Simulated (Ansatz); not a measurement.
## Cubic perovskite CsCdCl₃

These are PBE0 (plane waves, PAW; Ansatz, a program for electronic structure) values and carry that method's errors.

Numerical settings: plane-wave cutoff 460 eV, 6×6×6 k mesh, Fermi–Dirac smearing 0.01 eV, scalar-relativistic PAW data made under PBE.

Cell (relaxed at this level):

```xyz
5
Lattice="5.2795 0.0000 0.0000 0.0000 5.2795 0.0000 0.0000 0.0000 5.2795" Properties=species:S:1:pos:R:3 pbc="T T T"
Cs     0.0000     0.0000     0.0000
Cd     2.6398     2.6398     2.6398
Cl     2.6398     0.0000     2.6398
Cl     0.0000     2.6398     2.6398
Cl     2.6398     2.6398     0.0000
```

| Item | Value |
|---|---|
| bulk modulus B0 | 32.8 GPa |
| band gap | 3.81 eV (on the SCF k mesh) |
| smallest direct gap on the k points sampled | 4.37 eV |
| pressure derivative B′ of the bulk modulus | 4.9 |

Spin–orbit coupling is not included.

Computed values are for the static lattice.

Cost on a shared machine: around 40 core-minutes (rough).
